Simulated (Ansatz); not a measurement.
System: In-vacancy pair (In on one host Al site, one Al site vacant) in wurtzite AlN (charge state -3). Method: PBE, PAW (plane waves to 420 eV; Ansatz, a program for electronic structure).

Cell of 72 host sites held at the relaxed PBE lattice; the Γ point alone; Fermi-Dirac width 0.01 eV, spin-restricted; finite-size errors left in. No zero-point or tunnelling terms. The charge state is imposed; whether it is stable for some Fermi level was not computed. Forms of the defect that were not tried may lie lower.

Barriers: single points on a 2×2×2 k-point mesh shifted by half a step along c at the bands' geometries (they differ from the bands' own by up to 0.19 eV, and are uncertain by about as much).

The step: the In atom itself jumps into the vacancy (In-vacancy distance between ideal sites 3.09 Å throughout). Atoms about the jump, Cartesian Å from the middle of the jump, before and after:

```csv
atom,x0,y0,z0,x1,y1,z1
In1,0.69,-0.40,-1.08,-0.69,0.40,1.08
N2,0.94,-0.54,0.97,1.03,-0.60,1.00
N3,-0.93,0.54,-2.06,-0.93,0.54,-1.89
N4,-0.74,2.41,0.54,-0.73,2.43,0.56
N5,-2.46,-0.57,0.54,-2.47,-0.58,0.56
Al6,-0.78,2.26,-1.27,-0.76,2.25,-1.34
Al7,-2.35,-0.45,-1.27,-2.33,-0.47,-1.34
N8,2.50,0.51,-1.90,2.54,0.53,-1.94
N9,0.81,-2.42,-1.90,0.81,-2.46,-1.94
Al10,2.41,0.43,1.31,2.44,0.43,1.26
Al11,0.83,-2.30,1.31,0.85,-2.33,1.26
Al12,2.40,2.25,-1.26,2.38,2.19,-1.29
Al13,-0.75,-3.20,-1.26,-0.71,-3.16,-1.29
N14,2.40,2.23,0.66,2.39,2.24,0.66
N15,-0.73,-3.20,0.66,-0.75,-3.19,0.66
Al16,0.79,3.11,1.21,0.84,3.16,1.23
Al17,-2.30,-2.23,1.21,-2.32,-2.31,1.23
```

**Question.** Predict the transition state.

**Answer.** 
```csv
atom,x,y,z
In1,-0.02,0.01,-0.26
N2,1.04,-0.60,1.31
N3,-1.00,0.58,-2.03
N4,-0.67,2.30,0.47
N5,-2.33,-0.57,0.47
Al6,-0.81,2.36,-1.40
Al7,-2.45,-0.47,-1.40
N8,2.41,0.51,-1.86
N9,0.77,-2.34,-1.86
Al10,2.52,0.44,1.34
Al11,0.89,-2.40,1.34
Al12,2.37,2.22,-1.28
Al13,-0.74,-3.16,-1.28
N14,2.42,2.22,0.66
N15,-0.71,-3.20,0.66
Al16,0.82,3.10,1.21
Al17,-2.27,-2.26,1.21
```
It lies 1.14 eV above the start and 0.80 eV above the end. The saddle point's order was not checked, and it lies on a symmetry element of the cell, where a band can be held.
